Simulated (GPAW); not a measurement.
A self-consistent single point of ZrCu (P1, 2 atoms in the cell) with GPAW.

Level of theory: LDA (Perdew-Wang 92), GPAW PAW datasets LDA (gpaw-data 1.0.1) (plane waves; GPAW).

```
ZrCu
1.0
    3.25266     0.00000     0.00000
    0.00000     3.25266     0.00000
    0.00000     0.00000     3.25266
Zr Cu
1 1
Direct
  0.49599   0.49498   0.51382
  0.00401   0.00502   0.98618
```

Reference input (self-consistent single point, DFT PBEsol, plane waves, GPAW PAW datasets PBEsol (made by gpaw-setup)): mode = pw; ecut = 800 eV; xc = PBEsol; kpts = 7 7 7; mesh shift (steps) = 0 0 0; occupations.name = fermi-dirac; occupations.width = 0.136 eV; nbands = -6; convergence.density = 1e-05 e/electron; symmetry.symmorphic = false; symmetry.tolerance = 0.0005; maxiter = 150. This run's input differs from it in these lines:

```diff
@@ -13,3 +13,3 @@
 calc = GPAW(mode={'name': 'pw', 'ecut': 800},
-            xc='PBEsol',
+            xc='LDA',
             kpts=(7, 7, 7),
```

Its files differ too (potentials: GPAW PAW datasets LDA (gpaw-data 1.0.1)).

The program printed (abridged):

```
     iter     time        total  log10-change:
                         energy   eigst   dens
iter:   1 --:--:--   -16.072986
iter:   2 --:--:--   -13.907205   -0.50  -1.09
iter:   3 --:--:--   -13.417372   -0.96  -1.35
iter:   4 --:--:--   -13.294133   -0.82  -1.46
iter:   5 --:--:--   -13.313119   -1.14  -1.73
iter:   6 --:--:--   -13.521331   -0.65  -1.78
iter:   7 --:--:--   -13.241829   -2.13  -1.64
iter:   8 --:--:--   -13.095551   -1.31  -1.89
iter:   9 --:--:--   -13.098080   -2.45  -2.69
iter:  10 --:--:--   -13.096407c  -3.93  -2.57
iter:  11 --:--:--   -13.094744c  -3.76  -2.71
iter:  12 --:--:--   -13.094494c  -4.16  -3.02
iter:  13 --:--:--   -13.094918c  -3.86  -3.18
iter:  14 --:--:--   -13.094553c  -4.93  -3.27
   [... 4 lines left out ...]
iter:  19 --:--:--   -13.094454c  -6.17  -4.02
iter:  20 --:--:--   -13.094456c  -7.12  -4.09
iter:  21 --:--:--   -13.094468c  -6.18  -4.13
iter:  22 --:--:--   -13.094456c  -6.78  -4.37
iter:  23 --:--:--   -13.094455c  -7.89c -4.50
iter:  24 --:--:--   -13.094453c  -7.02  -4.59
iter:  25 --:--:--   -13.094452c  -8.43c -5.26c
Converged after 25 iterations.

Dipole moment: (-0.234829, -0.293405, 0.803244) |e|*Ang

Energy contributions relative to reference atoms: (reference = -142737.659743)

Kinetic:        -15.156084
Potential:      +10.855822
External:        +0.000000
XC:              -9.148354
Entropy (-ST):   -0.150276
Local:           +0.429302
SIC:             +0.000000
--------------------------
Free energy:    -13.169590
Extrapolated:   -13.094452

Showing only first 2 kpts
 Kpt  Band  Eigenvalues  Occupancy
  0     9      5.75438    2.00000
  0    10      8.71486    1.44592
  0    11      8.74734    1.34535
  0    12     12.80515    0.00000

  1     9      5.76685    2.00000
  1    10      8.67300    1.56043
  1    11      8.77760    1.24390
  1    12     11.90092    0.00000

Fermi level: 8.84531

No gap
No difference between direct/indirect transitions
Energy (eV): -13.094452

Forces in eV/Ang:
  0 Zr    0.07249    0.09050   -0.24455
  1 Cu   -0.07238   -0.09036    0.24413

Stress tensor:
     0.040995    -0.000263     0.000705
    -0.000263     0.041015     0.000880
     0.000705     0.000880     0.041350
Stress (GPa, Voigt): [ 6.5681  6.5713  6.6251  0.141   0.113  -0.0422]
```

The run converged in 25 iterations. GPAW prints stress with tension positive. Against the reference run the pressure goes from -2.48 to -6.59 GPa and the largest force goes from 0.317 to 0.271 eV/Å.

The starting cell comes from a database of computed structures (which also holds hypothetical and non-ambient phases and stackings), without a prior relaxation at this level. Its atoms were displaced at random from the sites of space group no. 221. Spin polarisation is off. With a pressure of about -7 GPa the cell is away from its equilibrium volume at this level.

Cost on one core of a shared machine: roughly 5 min.
